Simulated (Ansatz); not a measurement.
Amorphous Si₂₄O₄₇S, 72 atoms at 2.21 g/cm³, one PBE-relaxed geometry, zone centre. Methods: PBE, scalar-relativistic without spin-orbit coupling (Ansatz, a first-principles code); r2SCAN, scalar-relativistic without spin-orbit coupling (Ansatz); HSE06, scalar-relativistic without spin-orbit coupling (Ansatz). Plane waves to 420 eV (r2SCAN 500 eV); exact exchange is cut at the cell's faces. At PBE the levels at the filled edge of the gap are localised (band-tail or defect states), and the nearest spread-out levels lie 4.9 eV apart at the zone centre.

The cell was made by melting and quenching with the CHGNet potential and then relaxed with DFT. O atoms were pushed apart under 1.9 Å during the dynamics, to hinder bonds among them. The hot cell started wider than the set density and was brought back towards it in steps. It is the lowest in DFT energy of 2 quenches. It is a model cell: composition and starting density were chosen by hand, and all elements were melted together. No dispersion term was used. Its density started from a set value of 2.21 and ended at 2.21 g/cm³. The quench (nominally 480 K/ps over its main leg) was far faster than any real one, so the model tends to hold more defects than a real film. Values belong to this one cell and scatter from quench to quench. The volume was held where the preparation left it, at a PBE pressure of 0.5 GPa. Stress components on the final sampling reach 2.9 GPa. Cycles of charging lowered its energy after that relaxation.

The relaxation ran on the zone centre alone. At PBE the level gap is 2.22 eV on a 2×2×2 Γ-centred mesh, and the spacing at the zone centre alone 2.22 eV.

Question: What zone-centre spacing does r2SCAN give, roughly?

Answer: 2.77 eV (+0.55 eV against PBE).

Question: What zone-centre spacing does HSE06 give, roughly?

Answer: 3.80 eV (+1.59 eV against PBE).

The highest filled and the lowest empty state spread over these numbers of atoms (participation numbers): PBE: 1.7 and 45.7; r2SCAN: 1.7 and 47.9; HSE06: 1.8 and 48.6.
